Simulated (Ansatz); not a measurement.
The reference is CsSnI3 in the cubic perovskite structure (space group Pm-3m, No. 221).

```yaml
crystal:
  lattice:
    - [6.13052, 0.00000, 0.00000]
    - [0.00000, 6.13052, 0.00000]
    - [0.00000, 0.00000, 6.13052]
  atoms:
    - { symbol: Cs, position: [0.00000, 0.00000, 0.00000] }
    - { symbol: Sn, position: [0.50000, 0.50000, 0.50000] }
    - { symbol: I, position: [0.50000, 0.00000, 0.50000] }
    - { symbol: I, position: [0.00000, 0.50000, 0.50000] }
    - { symbol: I, position: [0.50000, 0.50000, 0.00000] }
```

Level of theory: PBEsol, PAW, 420 eV (Ansatz, a program for electronic structure; without spin-orbit coupling).

For the base:

```
Property              Result
-------------------  -------
Lattice parameter a  6.131 Å
Band gap             0.10 eV
```

The change: hydrostatic tension (pressure −1 GPa).

How does this affect the lattice parameter a?

The lattice parameter a rises by 0.1329 Å, from 6.131 Å to 6.263 Å.

What happens to the band gap?

The band gap grows by 0.29 eV (0.10 eV → 0.39 eV).

With I present, leaving out spin-orbit coupling can change the band edges. Load acts through the strain it causes; cell and atoms are relaxed under it. Stability against distortions was not tested. Many cubic perovskites are stable only at high temperature; tilts and polar distortions were not tested. The zero or small gap of CsSnI3 can change with the level of theory.
